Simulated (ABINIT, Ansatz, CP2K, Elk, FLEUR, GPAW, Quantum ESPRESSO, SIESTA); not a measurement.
## GaAs (F-43m, 2 atoms in the cell) computed with different codes at matched settings

Self-consistent single point.

```xyz
2
Lattice="0.0000 2.8250 2.8250 2.8250 0.0000 2.8250 2.8250 2.8250 0.0000" Properties=species:S:1:pos:R:3 pbc="T T T"
Ga     0.0000     0.0000     0.0000
As     1.4125     1.4125     1.4125
```

Shared settings, as Ansatz (a program for electronic structure) writes them: kpoints.mp_grid.grid = 8 8 8; scf.occupations.method = fermi_dirac; scf.occupations.width = 0.01 eV. Potentials and cutoffs stand in the table.

| code | model | pressure (GPa) | gap on the mesh (eV) | cutoff |
|---|---|---|---|---|
| CP2K | LDA (Pade form), GPW, DZVP-MOLOPT-SR-GTH basis, GTH-PADE potentials (GTH_POTENTIALS) | -1.09 | 0.314 | grid 600 Ry |
| Quantum ESPRESSO | LDA (PZ), GBRV 1.5 ultrasoft (LDA) pseudopotentials | -1.58 | 0.303 | 50 Ry |
| GPAW | LDA (Perdew-Wang 92), GPAW PAW datasets LDA (gpaw-data 1.0.1) | -0.73 | 0.377 | 550 eV |
| Ansatz | LDA (PW92), default PAW files made with PBE | -1.81 | 0.298 | default |
| SIESTA | LDA PW92, numerical atomic orbitals DZP, PseudoDojo LDA standard norm-conserving potentials (rewritten from UPF to PSML) | -1.70 | 0.418 | grid 300 Ry |
| FLEUR | LDA (Perdew-Zunger), all-electron FLAPW (FLEUR), scalar-relativistic valence | – | 0.290 | Kmax 3.8 1/bohr |
| ABINIT | LDA (PW92), norm-conserving pseudopotentials (PseudoDojo nc-sr-04 LDA standard) | -1.99 | 0.294 | 40 Ha |
| Elk | LDA (PW92), all-electron FP-LAPW, Elk's shipped species files, APW+lo basis with extra local orbitals | – | 0.293 | rgkmax 8 |

A dash marks a value that a program does not give, or that is left out as unsure.

Gaps are read on the mesh.

The spread over the programs that give each value: pressure within 1.26 GPa; gap on the mesh within 0.128 eV.

CP2K and SIESTA use small atom-centred bases, whose incompleteness enters pressures, forces and empty levels differently from a plane-wave cutoff. FLEUR and Elk treat all electrons, but the usual bases taken here (sphere radii, linearisation, local orbitals, empty states) were not tested for convergence, so the values are no reference for the others. Ansatz's pressure is given at a fixed set of plane waves, as the other plane-wave codes print theirs. The same LDA comes in different parametrisations, which differ slightly.

The starting cell has typed, rounded lattice constants, without a prior relaxation at this level.

Keys are those of Ansatz 0.2.
